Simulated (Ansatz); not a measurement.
Input and output of a zone-centre phonon calculation for Mg₂Zn (C2/m, 6 atoms in the cell) (Ansatz, a quantum-chemistry and plane-wave program).

Method: LDA (PW92), default PAW files made with PBE (plane waves; Ansatz).

```yaml
crystal:
  lattice:
    - [5.58114, -1.55499, 0.00000]
    - [5.58114, 1.55499, 0.00000]
    - [-2.03064, 0.00000, 6.88675]
  atoms:
    - { symbol: Mg, position: [0.85729, 0.85729, 0.96367] }
    - { symbol: Mg, position: [0.14271, 0.14271, 0.03633] }
    - { symbol: Mg, position: [0.46982, 0.46982, 0.68394] }
    - { symbol: Mg, position: [0.53018, 0.53018, 0.31606] }
    - { symbol: Zn, position: [0.19655, 0.19655, 0.63832] }
    - { symbol: Zn, position: [0.80345, 0.80345, 0.36168] }
```

Reference input (self-consistent single point, DFT, LDA (PW92), plane waves, default PAW files made with PBE): basis.ecutwfc = 420 eV; kpoints.mp_grid.grid = 9 9 4; hamiltonian.xc = lda; hamiltonian.pseudopotentials = {kind: paw} (the program's default PAW files); scf.occupations.method = methfessel_paxton; scf.occupations.width = 0.272 eV. This run's input differs from it in these lines:

```diff
@@ -21,6 +21,4 @@
   occupations: { method: methfessel_paxton, width: 0.272 eV }
-output:
-  forces: true
-  eigenvalues: true
-  stress: true
+phonons:
+  method: dfpt
```

Output (repeated stretches shortened):

```
SCF iter   1: F=—  HF=-14098.733347 eV  |F-HF|=—  |Δ(HF+E_count)|=         —  Δρ=6.66e-3  dr2=4.18e-2  ethr=1.77e-3  ⟨swp⟩=9.0  Hψ=16012  notcnv=0
all-band conjugate gradients solve this SCF's bands
preconditioner: auto → Kerker (q_TF=auto, 2.459 Å⁻¹)
SCF iter   2: F=—  HF=-14098.713550 eV  |F-HF|=—  |Δ(HF+E_count)|=   1.98e-2  S|Δr|=    0.00e0  Δρ=2.88e-3  dr2=1.43e-2  ethr=6.53e-5  ⟨swp⟩=2.0  Hψ=6222  notcnv=0
   [... lines left out ...]
SCF iter   9: F=—  HF=-14098.709772 eV  |F-HF|=—  |Δ(HF+E_count)|=   4.63e-9  S|Δr|=    0.00e0  Δρ=6.48e-7  dr2=5.95e-10  ethr=3.12e-11  ⟨swp⟩=2.0  Hψ=4661  notcnv=0
SCF iter  10: F=—  HF=-14098.709772 eV  |F-HF|=—  |Δ(HF+E_count)|=  1.35e-10  S|Δr|=    0.00e0  Δρ=2.28e-7  dr2=7.09e-11  ethr=1.00e-12  ⟨swp⟩=2.0  Hψ=6293  notcnv=0
SCF iter  11: F=-14098.709772 eV  HF=-14098.709772 eV  |F-HF|=1.09e-11  |Δ(HF+E_count)|=  3.27e-11  S|Δr|=    0.00e0  Δρ=8.48e-8  dr2=8.44e-12  ethr=1.00e-12  ⟨swp⟩=8.8  Hψ=18905  notcnv=0
SCF 1 converged in 11 iterations: F = -14098.709772 eV  dr2 = 8.44e-12
DFPT response loops at Γ: preconditioner auto → Kerker (q_TF=auto, 2.459 Å⁻¹) (partly filled bands, converged f_vac=0.000) …
Stability not checked (fill_not_monotonic)
Free energy (F): -14098.709772 eV
Internal energy: -14098.709805 eV  (E = F + TS)
E sigma→0 (E₀):  -14098.709780 eV
Entropy (-TS):   0.000033 eV (0.005 meV/atom)
Fermi energy:    6.848186 eV
   [... lines left out ...]
  ASR residual: 4.653e-5 → 0.000e0 eV/Å²; symmetrization residual: 3.433e-6 eV/Å²
  ASR residual per site (eV/Å²): 2.69e-5 2.69e-5 4.30e-5 4.30e-5 4.65e-5 4.65e-5
  Γ frequencies (cm⁻¹): -22.41 0.00 0.00 0.00 46.39 85.36 86.39 88.66 104.67 115.48 135.55 156.04 162.71 169.37 190.64 207.23 226.04 276.58
  non-analytic LO–TO correction: not included (Born effective charges unavailable; polar crystals: no LO–TO splitting at Γ)
```

The run converged in 11 iterations. 

Summary of the result:
| Property | Value |
|---|---|
| Free energy E − TS (on the zero of these files) | -14098.7098 eV |
| Fermi level (on the code's own zero) | 6.85 eV |
| Zone-centre frequencies (cm⁻¹; negative means imaginary) | -22, 0, 0, 0, 46, 85, 86, 89, 105, 115, 136, 156, 163, 169, 191, 207, 226, 277 |

The starting cell comes from a database of computed structures (which also holds hypothetical and non-ambient phases and stackings), without a prior relaxation at this level.

Cost on one core of a shared machine: roughly 5 min.

Keys are those of Ansatz 0.2.
